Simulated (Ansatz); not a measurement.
Input and output of a self-consistent single point for AlN (Pm-3m, 2 atoms in the cell) (Ansatz, an electronic-structure program).

Computed with PBE, harder PAW files (source: ansatz) (plane waves; Ansatz).

```
AlN
1.0
    2.48652     0.00000     0.00000
    0.00000     2.48652     0.00000
    0.00000     0.00000     2.48652
Al N
1 1
Direct
  0.00000   0.00000   0.00000
  0.50000   0.50000   0.50000
```

Reference input (self-consistent single point, DFT, PBE, plane waves, harder PAW files (source: ansatz)): basis.ecutwfc = 900 eV; kpoints.mp_grid.grid = 13 13 13; hamiltonian.xc = pbe; hamiltonian.pseudopotentials = {kind: paw, source: ansatz}; scf.occupations.method = methfessel_paxton; scf.occupations.width = 0.1 eV. This run's input differs from it in these lines:

Ansatz 0.2 input:
```diff
@@ -13,3 +13,3 @@
   mp_grid:
-    grid: [13, 13, 13]
+    grid: [21, 21, 21]
 hamiltonian:
```

Output (repeated stretches shortened):

```
SCF iter   1: F=—  HF=-2814.484320 eV  |F-HF|=—  |Δ(HF+E_count)|=         —  Δρ=1.10e-1  dr2=1.77e0  ethr=3.10e-3  ⟨swp⟩=6.0  Hψ=22832  notcnv=0
all-band conjugate gradients solve this SCF's bands
preconditioner: auto → none
SCF iter   2: F=—  HF=-2814.137296 eV  |F-HF|=—  |Δ(HF+E_count)|=   3.47e-1  S|Δr|=    0.00e0  Δρ=3.95e-2  dr2=1.81e-1  ethr=3.10e-3  ⟨swp⟩=2.4  Hψ=7556  notcnv=0
SCF iter   3: F=—  HF=-2814.112366 eV  |F-HF|=—  |Δ(HF+E_count)|=   2.49e-2  S|Δr|=    0.00e0  Δρ=1.07e-2  dr2=8.39e-3  ethr=1.13e-3  ⟨swp⟩=2.2  Hψ=4711  notcnv=0
SCF iter   4: F=—  HF=-2814.112630 eV  |F-HF|=—  |Δ(HF+E_count)|=   2.64e-4  S|Δr|=    0.00e0  Δρ=6.16e-4  dr2=1.79e-5  ethr=5.24e-5  ⟨swp⟩=1.9  Hψ=4041  notcnv=0
SCF iter   5: F=—  HF=-2814.112665 eV  |F-HF|=—  |Δ(HF+E_count)|=   3.51e-5  S|Δr|=    0.00e0  Δρ=1.23e-4  dr2=7.48e-7  ethr=1.12e-7  ⟨swp⟩=2.5  Hψ=5716  notcnv=0
SCF iter   6: F=-2814.112667 eV  HF=-2814.112667 eV  |F-HF|=4.90e-9  |Δ(HF+E_count)|=   1.50e-6  S|Δr|=    0.00e0  Δρ=1.01e-5  dr2=1.04e-8  ethr=6.25e-10  ⟨swp⟩=7.2  Hψ=18299  notcnv=0
SCF 1 converged in 6 iterations: F = -2814.112667 eV  dr2 = 1.04e-8
Stability not checked (fill_not_monotonic)
Free energy (F): -2814.112667 eV
Internal energy: -2814.112868 eV  (E = F + TS)
E sigma→0 (E₀):  -2814.112717 eV
Entropy (-TS):   0.000201 eV (0.101 meV/atom)
Fermi energy:    16.450966 eV
--- Forces (eV/Å), atoms counted from 1 ---
  atom   1  Al    -0.00000000     0.00000000     0.00000000
  atom   2  N      0.00000000    -0.00000000    -0.00000000
--- Stress (GPa, compression-positive) ---
       39.182754       0.000000       0.000000
        0.000000      39.182754       0.000000
        0.000000       0.000000      39.182754
  P = ⅓ Tr σ = 39.1828 GPa (391.828 kbar)
  The stress holds the Pulay correction. Without it, at fixed plane waves, as pw.x and ABINIT print it: P = 39.1662 GPa
```

The run converged in 6 iterations. Against the reference run the free energy falls by 3.1 meV/atom and the pressure hardly changes (39.21 to 39.18 GPa).

The starting cell was generated: these elements placed on a structure prototype, without a prior relaxation; it need not be a known phase or ordering of this composition. With a pressure of about 39 GPa the cell is away from its equilibrium volume at this level. Ansatz's pressure includes its estimate of the finite-basis (Pulay) stress. The run gives no clean gap (levels at the Fermi energy touch, overlap or are partly filled at this smearing), which alone does not show that the compound is a metal.
